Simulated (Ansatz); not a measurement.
Band structure of Ni3Hg (Pm-3m, 4 atoms in the cell).

```
CELL_PARAMETERS angstrom
      3.74491     0.00000     0.00000
      0.00000     3.74491     0.00000
      0.00000     0.00000     3.74491
ATOMIC_POSITIONS crystal
  Ni 0.00000 0.50000 0.50000
  Ni 0.50000 0.00000 0.50000
  Ni 0.50000 0.50000 0.00000
  Hg 0.00000 0.00000 0.00000
```
Moments meant for the start (each program seeds them in its own way; μB, in the order of the atoms Ni Ni Ni Hg): 2.0 2.0 2.0 0.0.

Level of theory: PBEsol, PAW files made with PBE (plane waves; Ansatz, a first-principles code).

Settings: basis.ecutwfc = 420 eV; kpoints.mp_grid.grid = 9 9 9; hamiltonian.xc = pbesol; hamiltonian.pseudopotentials = {kind: paw} (the program's default PAW files); magnetization.spin_polarized = true; scf.occupations.method = fermi_dirac; scf.occupations.width = 0.1 eV; kpoints.band_path.npoints = 8.

The starting cell comes from a database of computed structures (which also holds hypothetical and non-ambient phases and stackings), without a prior relaxation at this level. Spin-orbit coupling is off. The moments shrank to a small part of their start, a low-spin state that need not be the lowest.

Levels in eV from the Fermi level, bands 35 to 42 of the first spin channel:
```tsv
point	35	36	37	38	39	40	41	42
Γ	-0.19	-0.19	-0.19	1.36	1.36	1.36	6.18	7.97
X	-1.00	-0.76	-0.56	-0.19	5.99	5.99	6.88	6.88
M	-0.96	-0.92	0.07	0.36	0.68	0.68	9.58	9.58
R	-0.69	-0.69	-0.38	-0.32	-0.32	-0.32	2.57	4.65
```

Bands cross the Fermi level along this path, so the cell is metallic at this level.

The net moment of the cell came out as 0.98 μB.

Keys are those of Ansatz 0.2.
